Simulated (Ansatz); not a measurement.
**Hypothetical R-3m Rh2S3, thickness series**

Consider Rh2S3 in the Bi2Te3 type structure (space group R-3m, No. 166; a = 3.316 Å, c = 23.549 Å (hexagonal axes); a hypothetical phase, not in the database extracts checked; layered, stacked along the Cartesian z axis).

Free-standing slabs (5 atom(s) a layer) normal to the stacking axis with 15 Å of vacuum; in-plane cell relaxed.

Computed with Kohn–Sham DFT with the PBEsol-D3(BJ) functional, run in Ansatz (an electronic-structure program) with PAW and 420 eV plane waves, no SOC.

Notes on the quantities. excess energy per area of both faces: slab less bulk energy over the cell's area: twice a surface energy; uncertain by up to 0.3 J/m².

```tsv
case	excess energy per area of both faces	thickness between the outermost nuclei	band gap	shortest interatomic distance
base	–	–	zero	2.252 Å
1 layer	1.2 J/m²	5.77 Å	0.20 eV	2.263 Å
2 layers	1.3 J/m²	13.63 Å	zero	2.252 Å
3 layers	1.3 J/m²	21.49 Å	zero	2.250 Å
4 layers	1.3 J/m²	29.34 Å	zero	2.250 Å
```

Slab and bulk use different k-meshes, which limits the precision of the excess energy. Stability against distortions was not tested. The final runs are not spin-polarised. A zero or small gap of Rh2S3 can be the functional's error rather than a property of the material.
